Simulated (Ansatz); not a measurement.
Cost against accuracy: basis.ecutwfc for NaCl (Fm-3m, 2 atoms in the cell)

```yaml
crystal:
  lattice:
    - [0.00000, 2.78820, 2.78820]
    - [2.78820, 0.00000, 2.78820]
    - [2.78820, 2.78820, 0.00000]
  atoms:
    - { symbol: Na, position: [0.00000, 0.00000, 0.00000] }
    - { symbol: Cl, position: [0.50000, 0.50000, 0.50000] }
```

Method of the run: PBE (plane waves, PAW; Ansatz, a quantum-chemistry and plane-wave program).

Base settings: basis.ecutwfc = 30.9 Ry; kpoints.mp_grid.grid = 5 5 5; hamiltonian.xc = pbe; hamiltonian.pseudopotentials = {kind: paw} (the program's default PAW files); scf.occupations.method = fixed.

Misses are taken against the tightest run, 61.7 Ry, which need not be fully converged itself. The energy is the free energy per atom.

The count of work is k-points × plane waves × bands × iterations; it is no time, and leaves out set-up, grids and terms that scale otherwise. 

Ansatz's pressure holds its estimate of the finite-basis (Pulay) stress, which hides part of the cutoff error; the uncorrected pressure shows it.

The starting cell comes from a database of computed structures (which also holds hypothetical and non-ambient phases and stackings), without a prior relaxation at this level. Its lattice was rescaled by a random factor within 2.5 % of one. Ansatz's pressure includes its estimate of the finite-basis (Pulay) stress.

The runs (basis.ecutwfc): 12.5 Ry | 15.4 Ry | 18.4 Ry | 21.7 Ry | 24.6 Ry | 27.9 Ry | 30.9 Ry | 35.6 Ry | 40.1 Ry | 46.3 Ry | 54 Ry | 61.7 Ry.

Q: Which is the coarsest setting among those run that, with all tighter ones, holds the energy within 10 meV/atom of the reference, and what does it save?

A: 24.6 Ry, off by 5.1 meV/atom; it needs 0.22 of the reference's count of work.

Q: Which is the coarsest setting among those run that, with all tighter ones, holds the energy within 0.5 meV/atom of the reference, and what does it save?

A: 30.9 Ry, off by 0.41 meV/atom; it needs 0.31 of the reference's count of work.

Q: What does the step from 18.4 Ry to 35.6 Ry buy?

A: It takes the miss in the energy from 240 to 0.20 meV/atom, for 3.7 times the count of work.

```csv
basis.ecutwfc,energy less reference (meV/atom),pressure less reference (GPa),gap on the mesh less reference (eV),uncorrected pressure less reference (GPa),count of work / reference
12.5 Ry,4856.43,-0.39,-0.233,-147.30,0.095
15.4 Ry,1146.40,-0.07,-0.044,-44.45,0.11
18.4 Ry,235.42,-0.14,-0.018,-11.85,0.12
21.7 Ry,34.47,-0.07,-0.003,-2.37,0.16
24.6 Ry,5.09,-0.02,0.000,-0.46,0.22
27.9 Ry,0.60,0.00,0.000,-0.03,0.30
30.9 Ry,0.41,0.00,-0.001,-0.01,0.31
35.6 Ry,0.20,0.00,0.000,-0.01,0.44
40.1 Ry,0.06,0.00,0.000,0.00,0.51
46.3 Ry,0.03,0.00,0.000,0.00,0.61
54 Ry,0.01,0.00,0.000,0.00,0.79
61.7 Ry,0.00,0.00,0.000,0.00,1.0
```

Keys are those of Ansatz 0.2.
